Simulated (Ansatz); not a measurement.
Structures of equal composition on the (111)B surface of zinc-blende ZnSe (Se plane on top): 2x2 Mg adatom at H3; 2x2 Mg adatom at T4. The slabs share one bottom face, and each structure is named by its start. These are constructed structures in small cells; real faces may alloy, dewet or reconstruct in larger ones, and not all known structures of the face are among them. Slabs of about 14 Å with all that they carry, Fermi-Dirac smearing of 0.025 eV. Bottom of the slabs: H caps. Relaxed from the named starts with such symmetry as they have, on meshes of like density; energies extrapolated to zero smearing; no spin-orbit coupling, no U. Spin-polarised runs, if any, are marked in brackets, and their order is one that fits the cell; the others ran without spin.

Host crystal: zinc-blende ZnSe, with a band gap (PBE, scalar-relativistic without spin-orbit coupling).

Level of theory: PBE (plane waves to 420 eV, PAW; Ansatz, a program for electronic structure).

Task: Rank these by energy per 1x1 cell (lowest first), as PBE gives it.

Result: 2x2 Mg adatom at H3 (0.000 eV, gap 1.23 eV on the mesh), 2x2 Mg adatom at T4 (0.055 eV, gap 1.30 eV on the mesh)
